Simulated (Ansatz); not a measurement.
A calculation on fluorite NiSi2 returned lattice constant a 5.475 Å, formation enthalpy -0.242 eV/atom.

For reference: lattice constant a 5.406 Å (measured, temperature not stated, no zero-point or thermal correction; as tabulated in Wikipedia's data pages).

Problem. Which level of theory produced these numbers?
A. HSE06 (Ansatz, a program for electronic structure)
B. rVV10 (Ansatz)
C. r²SCAN-D4 (Ansatz)
D. PBE-D3(BJ) (Ansatz)

Solution. B, rVV10 (Ansatz)

The others give: HSE06 5.374 Å, -0.357 eV/atom; r²SCAN-D4 5.367 Å, -0.382 eV/atom; PBE-D3(BJ) 5.381 Å, -0.432 eV/atom.

Unless a cell is named, each level is at its own relaxed cell (HSE06 12.93, PBE-D3(BJ) 12.98, r²SCAN-D4 12.88, rVV10 13.67 Å³/atom).

The crystal itself was run without spin with HSE06, r²SCAN-D4, PBE-D3(BJ), rVV10; a magnetic state was not tried in these runs.

Caveats: exact exchange on metals is sensitive to the k mesh and can open a false gap (HSE06); the run warned that the count of filled bands differs between k points (HSE06). Ansatz's density-functional and Hartree–Fock values are scalar-relativistic unless marked +SOC, with PAW data made under PBE.
